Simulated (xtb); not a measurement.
xtb 6.7.1, GFN2-xTB: Zr(Cl)3(NMe2)(NH3) (C[N](C)[Zr](<-[NH3])([Cl])([Cl])[Cl]), 17 atoms. The geometry is a generated start, not checked to be a minimum at this level.

| Property | Result |
|---|---|
| method | GFN2-xTB |
| --acc | 1 (default) |
| --etemp (K) | 300 (default) |
| detailed input (--input) | none: ANC optimiser, Lindh (1995) Hessian, microcycle=20, maxdispl=1.0, hlow=0.01 (default) |
| basis functions | 65 |
| valence electrons | 52 |

```xyz
17

Zr    -0.1567    -0.9182     0.7823
Cl     1.5316    -2.5152     0.8266
Cl    -1.7475    -2.2377    -0.2174
Cl    -1.3510    -0.5279     2.7398
N     -0.0928     0.4714    -0.6333
C      0.3734    -0.1315    -1.8786
C     -1.3995     1.0973    -0.8073
H     -0.3606    -0.8657    -2.2709
H      0.5309     0.6388    -2.6502
H      1.3319    -0.6417    -1.6931
H     -1.3169     1.9839    -1.4556
H     -2.1279     0.3998    -1.2696
H     -1.7816     1.4171     0.1765
N      1.4614     0.3463     1.9281
H      2.2552    -0.2867     2.0670
H      1.0476     0.5546     2.8416
H      1.8023     1.2154     1.5140
```

Charge 0 and multiplicity 1 are set for this test and not shown to be the ground state.

The structure is relaxed from this start with --opt LEVEL for the levels crude, sloppy, loose, lax, normal, tight, vtight, extreme, once each. Up to the end of the extreme run atoms move by at most 0.059 Å along an axis.

Problem. What is the loosest level that ends within 1 meV of the extreme run, and how many cycles does it take?

Solution. lax: 3 cycles against 16, ending 0.77 meV above.

| level | cycles | energy above the extreme run (meV) | gradient norm (eV/Å) |
|---|---|---|---|
| crude | 1 | 2.2 | 0.18 |
| sloppy | 1 | 2.2 | 0.18 |
| loose | 1 | 2.2 | 0.18 |
| lax | 3 | 0.77 | 0.098 |
| normal | 5 | 0.18 | 0.051 |
| tight | 7 | 0.045 | 0.012 |
| vtight | 12 | under 0.01 | 0.0042 |
| extreme | 16 | — | 0.0023 |
